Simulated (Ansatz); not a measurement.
WO₃ (Pm-3m, No. 221, 4 atoms in the cell; start mp-19390; a measured phase of this formula has another space group) was calculated with dielectric-dependent PBEsol hybrid (Ansatz, an electronic-structure program, plane waves, PAW).

Numerical settings: plane-wave cutoff 460 eV, 6×6×6 k mesh, Fermi–Dirac smearing 0.01 eV, no spin polarisation, scalar-relativistic PAW data made under PBE.

Cell (relaxed with PBEsol):

WO$_{3}$ has the cubic space group Pm-3m (No. 221), the ReO3 type structure, Pearson symbol cP4. Cell: a = b = c = 3.7996 Å, α = β = γ = 90.00°. W on 1a is surrounded by 6 O at 1.900 Å (octahedral). O on 3d is coordinated by 2 W at 1.900 Å (linear). (Neighbours: up to the widest gap in distance over summed covalent radii, below 1.35, at either atom; cation-cation and far metal-metal contacts left out.)

Question: Estimate the band gap and smallest direct gap on the k points sampled that the calculation returns.

Answer: 
- band gap: 1.32 eV (on the SCF k mesh)
- smallest direct gap on the k points sampled: 2.37 eV

Note: cell and atoms aren't relaxed at this level (pressure -3.1 GPa).

Spin–orbit coupling is not included.

Static lattice: no zero-point or thermal effects.

A start named mp-… is a Materials Project structure, which need not be a measured phase.
